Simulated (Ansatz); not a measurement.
The parent structure is HfC in the rock salt structure (space group Fm-3m, No. 225; relaxed with 0.1 eV smearing).

```xyz
2
Lattice="0.0000 2.3035 2.3035 2.3035 0.0000 2.3035 2.3035 2.3035 0.0000" Properties=species:S:1:pos:R:3 pbc="T T T"
Hf     0.0000     0.0000     0.0000
C      2.3035     2.3035     2.3035
```

Cartesian axes are those of the cell as printed.

Method: DFT with PBEsol, PAW potentials and a 420 eV plane-wave cutoff in Ansatz (a program for electronic structure), scalar-relativistic without spin-orbit coupling.

Modification: tensor shear ε_xy = +1.14 % (engineering shear γ = 0.0228); the atoms relax in the strained cell.

Question: Predict the stress tensor and what it implies for the stiffness.

Answer: Stress of the strained cell less that of the base (GPa, compression positive):
```
    0.1    -4.0     0.0
   -4.0     0.1     0.0
    0.0     0.0     0.0
```

Then −Δσ/γ with γ = 2ε = 0.0228 gives relaxed-ion elastic constants: C66 ≈ 174 GPa.

Whether these cells are dynamically stable was not tested. The final runs are not spin-polarised.
